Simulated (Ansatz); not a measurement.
Defect: Al-vacancy pair (Al on one host Hf site, one O site vacant) in monoclinic HfO2, charge state +1. The step: a nearby O atom hops onto the vacant site (Al-vacancy distance between ideal sites 2.05 → 4.57 Å); the atom moves 1.99 Å along (0.12, 0.27, -0.22) of the unit cell; the moving atom starts with neighbours Hf at 2.08, Hf at 2.10, Hf at 2.16; O at 2.60, O at 2.68 Å and ends with Hf at 1.94, Hf at 1.99 Å. DFT values are from Ansatz (plane-wave PAW, 420 eV unless said) in a cell of 96 host sites, spin-restricted, static, with no finite-size correction. The charge state is imposed; whether it is stable for some Fermi level was not computed. Forms of the defect that were not tried may lie lower. For the PBE band: the program found a first-order saddle point.

```
Level                                                              Forward barrier (eV)  Cost of the band or of the saddle's single point
-----------------------------------------------------------------  --------------------  ------------------------------------------------
CHGNet universal potential (has no charge state), its own band                     0.76                                                 -
PBE, the Γ point alone, band relaxed                                               0.84            about 30 core-minutes (a rough figure)
PBE, a 2×2×2 k-point mesh shifted by half a step, same geometries                  0.83                            roughly 7 core-minutes
r2SCAN at 500 eV, the Γ point alone, same geometries                         (withheld)                    around 80 core-seconds (rough)
```

Task: Complete the blanks.

Result: 
- r2SCAN at 500 eV, the Γ point alone, same geometries, Forward barrier (eV): 0.79

Ansatz is an electronic-structure program.
